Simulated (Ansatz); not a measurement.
The parent structure is Ba in the bcc (W type) structure (space group Im-3m, No. 229; a = 4.882 Å; relaxed with 0.1 eV smearing). Axes: x, y, z lie along the cube axes.

Computed with Ansatz (an electronic-structure program) PBEsol, scalar-relativistic without spin-orbit coupling.

Before the change:

The pressure comes out as 0.0 GPa.

The change: biaxial strain −1.25 %, plane normal [111], relaxed out of plane (Cartesian); in-plane vectors clamped, the third vector and the atoms free.

Q: Estimate the effect on the out-of-plane strain.

A: The out-of-plane strain comes out as +0.23 %.

Q: Estimate the effect on the pressure.

A: The pressure (mean of the normal stresses, compression positive) goes from zero to 0.2 GPa.

No phonon test of stability was made.
